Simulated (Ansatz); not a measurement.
Cost and result by functional for the surface energy of the (10-12) surface of hcp Zr in its 1x1 cell, outermost plane spacing 1.27 Å in the ideal cut, in Ansatz (plane waves, PAW). Single points on the PBE structure, on one kind of machine; costs are rough ratios of the slab run's core time (references not counted) to the cheapest single point. r2SCAN's cost holds its higher cutoff (500 against 420 eV). Differences are taken against r2SCAN for comparison alone: no measured value is at hand, so the table doesn't rank accuracy.

Set-up: 12 atoms, 10.8 Å thick at the start; mesh 12x5x1; 0.1 eV smearing; dipole correction on; all atoms relaxed; symmetry of the start imposed; no spin, no spin-orbit, no U. These notes are the PBE run's.

```
functional                     relative cost  surface energy (J/m²)  less r2SCAN (J/m²)
-----------------------------  -------------  ---------------------  ------------------
PBEsol                                     1                   1.94                0.03
LDA                                        1                   1.99                0.08
RPBE                                       1                   1.64               -0.27
r2SCAN                                     2                   1.91                0.00
PBE (the relaxed run's value)              –                   1.76               -0.14
```

The values span 0.35 J/m², while the single points' costs differ by a factor of roughly 2. Differences are of unrounded values.

Ansatz is an electronic-structure program.
